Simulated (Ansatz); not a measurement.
We consider L1₀ (CuAu-type) TiAl, described by PBE in Ansatz (PAW).

Input file:

Ansatz 0.2 input:
```yaml
crystal:
  lattice:
    - [2.8418344133, 0.0, 0.0]
    - [0.0, 2.8418344133, 0.0]
    - [0.0, 0.0, 4.1008509992]
  atoms:
    - { symbol: Ti, position: [0.0, 0.0, 0.0] }
    - { symbol: Al, position: [0.5, 0.5, 0.5] }
basis:
  ecutwfc: 520
  ecutrho_ratio: 4
  xc_grid: 2
kpoints:
  mp_grid: { grid: [20, 20, 14] }
hamiltonian:
  xc: pbe
  dispersion: none
  pseudopotentials: { kind: paw }
scf:
  occupations: { method: fermi_dirac, width: 0.05 }
output:
  forces: true
  stress: true
  eigenvalues: true
relax:
  f_tol: 0.004
  escape_saddle: false
  max_steps: 80
  cell: { stress_tol: 0.02, fix: [volume] }
```

Output (set-up and result lines):

```
Relaxation: its limit of steps is 80 (relax.max_steps)
Crystal: 2 atoms, lattice volume = 33.119 Å³
Basis set: ecut = 520 eV, 895 PW (Γ), exchange–correlation on 48×48×64 points (8 copies of the dense FFT grid, shifted against one another)
Bands: 12, of which v1, the nominal top of the filled ones, is band 8 counted from 1 (7 counted from 0)
Symmetry: 16 space group operations
Space group: P4/mmm (ITA 123), of the structure as read, at distance tolerance 3.2e-5 Å
k-points: 528 of 5600
Functional: x = pbe(κ = 0.804, μ = 0.2195149727645171), c = pbe(β = 0.06672455060314922)
SCF iter   1: F=—  HF=-3037.984958 eV  |F-HF|=—  |Δ(HF+E_count)|=         —  Δρ=3.49e-3  dr2=2.79e-3
SCF iter   2: F=—  HF=-3037.984842 eV  |F-HF|=—  |Δ(HF+E_count)|=   1.16e-4  Δρ=2.04e-3  dr2=1.30e-3
  ...
SCF 1 converged in 6 iterations: F = -3037.984777 eV  dr2 = 1.66e-10
Crystal: 2 atoms, lattice volume = 33.119 Å³
Initial density: handed on by an earlier stage of this run
SCF iter   7: F=-3037.984777 eV  HF=-3037.984777 eV  |F-HF|=0.00e0  |Δ(HF+E_count)|=    0.00e0  Δρ=2.42e-10  dr2=1.84e-17
SCF iter   8: F=-3037.984777 eV  HF=-3037.984777 eV  |F-HF|=9.09e-13  |Δ(HF+E_count)|=  4.55e-13  Δρ=4.84e-11  dr2=3.02e-19
SCF 2 converged in 8 iterations: F = -3037.984777 eV  dr2 = 3.02e-19
SCF converged after 8 iterations
Free energy (F): -3037.984777 eV
Internal energy: -3037.969835 eV  (E = F + TS)
E sigma→0 (E₀):  -3037.977306 eV
Fermi energy:    10.719783 eV
--- Forces (eV/Å), atoms counted from 1 ---
  atom   1  Ti     0.00000000     0.00000000     0.00000000
  atom   2  Al    -0.00000000     0.00000000     0.00000000
--- Stress (GPa, compression-positive) ---
       -2.169900       0.000000       0.000000
        0.000000      -2.169900       0.000000
        0.000000       0.000000      -2.146307
  P = ⅓ Tr σ = -2.1620 GPa (-21.620 kbar)
```

The cell is one volume of an energy–volume scan, off the minimum.

Ansatz is a program for electronic structure.
